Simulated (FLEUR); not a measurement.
Worked example: self-consistent single point of Ba3Sr (Fm-3m, 4 atoms in the cell) in FLEUR.

Level of theory: FLEUR with LDA (Perdew-Zunger), all-electron FLAPW (FLEUR), scalar-relativistic valence.

```xyz
4
Lattice="0.0000 5.0700 5.0700 5.0700 0.0000 5.0700 5.0700 5.0700 0.0000" Properties=species:S:1:pos:R:3 pbc="T T T"
Ba     2.5350     2.5350     2.5350
Ba     7.6049     7.6049     7.6049
Ba     5.0700     5.0700     5.0700
Sr     0.0000     0.0000     0.0000
```

Reference input (self-consistent single point, DFT, PBEsol, all-electron FLAPW (FLEUR), scalar-relativistic valence): Kmax = 3.8 1/bohr; GmaxXC = 11.4 1/bohr; xcFunctional = PBEs; jspins = 1; l_soc = F; mode = hist; fermiSmearingEnergy = 0.00367493 Htr; mesh (inpgen div1-3) = 7 7 7; inpgen gamma flag = false; Gmax = 11.4 1/bohr; numbands = 0; maxIterBroyd = 40. This run's input differs from it in these lines:

```diff
@@ -16,3 +16,3 @@
 &comp jspins=1 /
-&exco xctyp='PBEs' /
+&exco xctyp='pz' /
 &kpt div1=7 div2=7 div3=7 /
@@ -29,3 +29,3 @@
       <coreElectrons ctail="T" frcor="F" kcrel="0" coretail_lmax="0"/>
-      <xcFunctional name="PBEs" relativisticCorrections="F"/>
+      <xcFunctional name="pz" relativisticCorrections="F"/>
       <magnetism jspins="1"/>
```

The program printed (abridged):

```
 Iteration:     1   Distance:       2.31013303 me/bohr^3
 Iteration:     2   Distance:       2.18609248 me/bohr^3
 Iteration:     3   Distance:       0.40234199 me/bohr^3
 Iteration:     4   Distance:       0.15456306 me/bohr^3
 Iteration:     5   Distance:       0.14011618 me/bohr^3
   [... 5 lines left out ...]
 Iteration:    11   Distance:       0.00019830 me/bohr^3
 Iteration:    12   Distance:       0.00004049 me/bohr^3
 Iteration:    13   Distance:       0.00002589 me/bohr^3
 Iteration:    14   Distance:       0.00000414 me/bohr^3
 Run finished successfully
 Stop message:
   Structural relaxation: Done

[file out, last iteration]
             iter=     15
[...]
          total density-effective poten   -4.6222827133E+04
          total charge density-energy d   -6.7743961754E+02
 Updated energy parameters for spin:           1
[...]
 fermi energy and band-weighting factors:

[...]
FERMIE:
          first approx. to ef    (T=0)  :   0.161924 htr   (energy of the highest occ. eigenvalue)
          number of occ. states  (T=0)  :        398
          first approx. to seigv (T=0)  : -16.261190 htr
          sum of weights of occ. states :  20.067055
          sum of semicore charge        :   0.000000 e
FERHIS:  Fermi-Energy by histogram:
          bandgap                     :   0.000639 htr
   [... lines left out ...]
          charge neutrality (T=0)     :   0.134111    (zero if the highest occ. eigenvalue is "entirely" occupied)
     EF_NEWTON:  Adjust Fermi-Energy by Newton-Method.
 Direct bandgap for spin            1 :    3.7060807515184591E-003  Htr
 ---->    free energy=                    -27575.5714106711 htr
   [... lines left out ...]
 TOTAL FORCE FOR ATOM TYPE=  1  X=  4.790   Y=  4.790   Z=  4.790
                       FX_TOT= 0.000000 FY_TOT= 0.000000 FZ_TOT= 0.000000
 TOTAL FORCE FOR ATOM TYPE=  2  X=  9.581   Y=  9.581   Z=  9.581
                       FX_TOT= 0.000000 FY_TOT= 0.000000 FZ_TOT= 0.000000
 TOTAL FORCE FOR ATOM TYPE=  3  X=  0.000   Y=  0.000   Z=  0.000
                       FX_TOT= 0.000000 FY_TOT= 0.000000 FZ_TOT= 0.000000
 Structural relaxation: Done
```

The run converged in 14 iterations. FLEUR gives forces in its relaxation mode, with a further iteration, so its stop message speaks of a relaxation. 

The starting cell comes from a database of computed structures (which also holds hypothetical and non-ambient phases and stackings), without a prior relaxation at this level. Its lattice was rescaled by a random factor within 2.5 % of one. Values depend on the basis (sphere radii, cutoffs, local orbitals), which need not be converged. The log's line on a gap gives a spacing of levels on this mesh, which the program prints for metals too.

Cost on one core of a shared machine: roughly 7 min.
